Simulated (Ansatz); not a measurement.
Results of PBE (plane waves, PAW; Ansatz, a program for electronic structure) for BGeCN (model structure, started from the AlSiCN type, R3m, No. 160, 4 atoms in the cell).

Numerical settings: plane-wave cutoff 520 eV, 20×20×20 k mesh, Fermi–Dirac smearing 0.05 eV, scalar-relativistic PAW data made under PBE.

Cell (relaxed at this level):

Space group R3m, hexagonal axes (No. 160); a = 2.942 Å, b = 2.942 Å, c = 14.462 Å, α = 90.00°, β = 90.00°, γ = 120.00°

| atom | site | symmetry | x | y | z |
|---|---|---|---|---|---|
| B | 3a | 3m | 0.0000 | 0.0000 | 0.9974 |
| N | 3a | 3m | 0.0000 | 0.0000 | 0.1117 |
| Ge | 3a | 3m | 0.0000 | 0.0000 | 0.5045 |
| C | 3a | 3m | 0.0000 | 0.0000 | 0.6364 |
(The calculation used a cell of 4 atoms; values per cell refer to that cell.)

Estimate the band gap and bulk modulus B0 that the calculation returns.


* **band gap**: 0.51 eV (on the SCF k mesh)
* **bulk modulus B0**: 230 GPa

Note: the bulk modulus is −V dP/dV from two relaxed cells at ±2 % in volume; the relaxation could raise the start's symmetry but not lower it, so the cell can be a saddle point.

Spin–orbit coupling is not included.

The computed numbers hold no vibrational or temperature effects.

It cost around 9 core-minutes (rough) of CPU time.

A model structure was made by putting elements into a prototype or built by hand; it is no filed structure, need not be a known phase, and can be a saddle point held by its symmetry.
